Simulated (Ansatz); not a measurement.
## WC: strain along the normal

WC (WC type, P-6m2, 10.128 Å³/atom at rest, c along z) under an equal strain ε in the (0001) plane with the normal axis free, as in a coherent film. LDA in Ansatz, a plane-wave DFT program (PAW, default set), 420 eV, 23×23×20 Γ-centred mesh, Fermi-Dirac smearing 0.10 eV; ions are relaxed within the symmetry of each cell.

Here s stands for strain and y for normal strain.

| strain (%) | normal strain (%) |
|---|---|
| -3.00 | ? |
| -1.50 | 0.60 |
| -1.00 | 0.39 |
| -0.50 | 0.19 |
| 0.00 | 0.00 |
| 0.50 | -0.19 |
| 1.00 | -0.38 |
| 1.50 | -0.56 |

**Question.** Using a straight line, estimate the missing y at s = -3.00 from the other rows, showing the fit.

**Answer.** Means: s 0, y 0.007. About the means, the sum of products is -2.7000 and the sum of squares of s is 7.0000; the slope is their ratio. Least squares gives y = 0.007 - 0.3857·s. Residuals (row less fit): 0.014, -0.003, -0.010, -0.007, -0.004, -0.001, 0.012; standard error 0.010 (degrees of freedom: 5). The slope, -0.39 ± 0.00, is the elastic response of the normal axis, −2C13/C33. At the withheld row, y = 0.007 - 0.3857 × (-3.0) = 1.164%. The calculation gives 1.25%, 0.086% above the prediction (4.8 % of the range of y in the table). The row lies outside the fitted rows, so this is an extrapolation. From the scatter of the fitted rows alone, a prediction at this place has a standard error of 0.016%, so the miss is 5.4 times that.

One order more, fitted to all 13 runs of the series, follows each within 0.01, so the miss is the next term of a smooth law. In a metal these values are sensitive to mesh and smearing; energies are taken to zero smearing, stresses follow the free energy. Rows are the converged runs of the series near zero and its far end; series whose fitted rows scatter by over a few per cent of the range, as at a crossing or softening among them, aren't shown in this form. Most that stay on the fit to the last digits aren't either.
